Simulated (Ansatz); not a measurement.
The parent structure is GaN in the wurtzite structure (space group P6_3mc, No. 186; a = 3.183 Å, c = 5.185 Å).

Perturbation: a hydrostatic pressure of 30 GPa.

Levels (all Ansatz, a program for electronic structure, PAW): PBEsol (420 eV, no spin-orbit coupling); r2SCAN (500 eV, spin-orbit coupling left out).

The geometry is relaxed with PBEsol.

* **PBEsol electron mass**: 0.21 mₑ along c, 0.23 mₑ across (at Γ)
* **PBEsol band gap**: 2.67 eV
* **PBEsol pressure**: 30.00 GPa

### Question
What does r2SCAN give at this geometry for the electron mass, band gap and pressure?

### Answer
The electron mass goes from 0.21 mₑ along c, 0.23 mₑ across (at Γ) to 0.22 mₑ along c, 0.24 mₑ across (at Γ); the band gap increases by 0.52 eV, from 2.67 eV to 3.19 eV; the pressure grows by 1.17 GPa, from 30.00 GPa to 31.17 GPa.

Single points use the geometry relaxed with PBEsol. Their cutoffs differ, which shifts pressures a little. Load acts through the strain it causes; cell and atoms are relaxed under it. Effective masses come from finite differences of ±0.01 Å⁻¹. Whether these cells are dynamically stable was not tested. Tetrahedral semiconductors of this kind turn to denser phases somewhere between about 1 and 50 GPa; those were not computed, so compressed cells here can lie past the real transition.
